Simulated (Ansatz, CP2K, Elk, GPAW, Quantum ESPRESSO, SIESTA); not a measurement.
## One structure in several programs: CdTe (F-43m, 2 atoms in the cell)

Self-consistent single point.

```xyz
2
Lattice="0.0000 3.2400 3.2400 3.2400 0.0000 3.2400 3.2400 3.2400 0.0000" Properties=species:S:1:pos:R:3 pbc="T T T"
Cd     0.0000     0.0000     0.0000
Te     1.6200     1.6200     1.6200
```

Shared settings, as Ansatz (a quantum-chemistry and plane-wave program) writes them: kpoints.mp_grid.grid = 5 5 5; scf.occupations.method = fermi_dirac; scf.occupations.width = 0.05 eV. Potentials and cutoffs stand in the table.

| code | model | pressure (GPa) | gap on the mesh (eV) | cutoff |
|---|---|---|---|---|
| Elk | LDA (PW92), all-electron FP-LAPW, Elk's shipped species files, default APW+lo basis | – | 0.499 | rgkmax 7 |
| CP2K | LDA (Pade form), GPW, DZVP-MOLOPT-SR-GTH basis, GTH-PADE potentials (GTH_POTENTIALS) | -0.53 | 0.625 | grid 500 Ry |
| GPAW | LDA (Perdew-Wang 92), GPAW PAW datasets LDA (gpaw-data 1.0.1) | -1.80 | 0.508 | 550 eV |
| SIESTA | LDA PW92, numerical atomic orbitals TZP, PseudoDojo LDA standard norm-conserving potentials (rewritten from UPF to PSML) | -3.40 | 0.619 | grid 350 Ry |
| Ansatz | LDA (PW92), default PAW files made with PBE | -1.38 | 0.506 | 420 eV |
| Quantum ESPRESSO | LDA (PZ), GBRV 1.5 ultrasoft (LDA) pseudopotentials | -1.22 | 0.497 | 40 Ry |

A dash marks a value that a program does not give, or that is left out as unsure.

Gaps are read on the mesh.

On Ansatz's run: spin-orbit coupling is off.

The spread over the programs that give each value: pressure within 2.87 GPa; gap on the mesh within 0.128 eV.

CP2K and SIESTA use small atom-centred bases, whose incompleteness enters pressures, forces and empty levels differently from a plane-wave cutoff. Elk treats all electrons, but the usual bases taken here (sphere radii, linearisation, local orbitals, empty states) were not tested for convergence, so the values are no reference for the others. Ansatz's pressure is given at a fixed set of plane waves, as the other plane-wave codes print theirs. The same LDA comes in different parametrisations, which differ slightly. In the pressure, SIESTA (by 2.02) lies more than 1 GPa from the median of the plane-wave programs.

The starting cell has typed, rounded lattice constants, without a prior relaxation at this level.

Left out of this page: ABINIT and FLEUR (with a known weakness of the program).

Keys are those of Ansatz 0.2.
